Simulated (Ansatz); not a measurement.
The reference is GaN in the zinc blende structure (space group F-43m, No. 216; a = 4.498 Å).

Modification: P takes the place of N on all its sites, then cell and atoms are relaxed.

Levels (all Ansatz, a program for electronic structure, PAW, earlier PAW set): r2SCAN (500 eV, spin-orbit coupling left out); HSE06 (420 eV, no spin-orbit coupling); HSE06+SOC (420 eV, noncollinear with spin-orbit coupling).

One geometry, relaxed with r2SCAN, under each level:

The valence-band top lists the three highest levels at Γ (Kramers pairs under SOC), from the VBM.

| level | band gap | lowest conduction level above the VBM at special points | valence-band top at Γ |
|---|---|---|---|
| r2SCAN | 1.85 eV | X 1.91 eV; L 2.04 eV; Γ 2.36 eV | 0.00, 0.00, 0.00 eV |
| HSE06 | … | … | – |
| HSE06+SOC | … | … | … |

Task: Give the withheld HSE06 and HSE06+SOC results.

Result: 
- HSE06, band gap: 2.26 eV
- HSE06, lowest conduction level above the VBM at special points: X 2.29 eV; L 2.50 eV; Γ 2.79 eV
- HSE06+SOC, band gap: 2.23 eV
- HSE06+SOC, lowest conduction level above the VBM at special points: X 2.26 eV; L 2.47 eV; Γ 2.75 eV
- HSE06+SOC, valence-band top at Γ: 0.00, 0.00, -0.10 eV

Single points use the geometry relaxed with r2SCAN. HSE06 was sampled on its mesh, a few special points and the semilocal edge points, so its gap is an upper bound. Differences between runs with and without spin-orbit coupling are approximate. Stability against distortions was not tested. This is not the structure that GaN has at room temperature and ambient pressure.
